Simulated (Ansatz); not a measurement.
Ga vacancy + Si on the Ga site in wurtzite GaN: one set of geometries, relaxed with PBE, evaluated in Ansatz (PAW, plane waves to 420 eV, 500 eV under r2SCAN) with PBE, r2SCAN.

Cell and caveats: 96-site cell; 2×2×2 shifted k-points; start: the Ga site; Ga 3.22 Å away; charged states image-corrected; corrections pass 1 eV, so highly charged states may be off by several tenths; relaxed from one start, so a lower configuration may exist; flagged in the runs: a host whose relaxation on this sampling wasn't shown to rest.

```json
[
 {"quantity": "host gap (eV)", "PBE": "1.71", "r2SCAN": "2.12"},
 {"quantity": "neutral formation energy against alpha gallium, silicon (eV)", "PBE": "4.29", "r2SCAN": "4.87"},
 {"quantity": "largest moment on one atom at charge 0 (μB)", "PBE": "0.43", "r2SCAN": "0.51"}
]
```

PBE narrows the gap by 0.41 eV against r2SCAN, the highest level run.

Ansatz is an electronic-structure program.
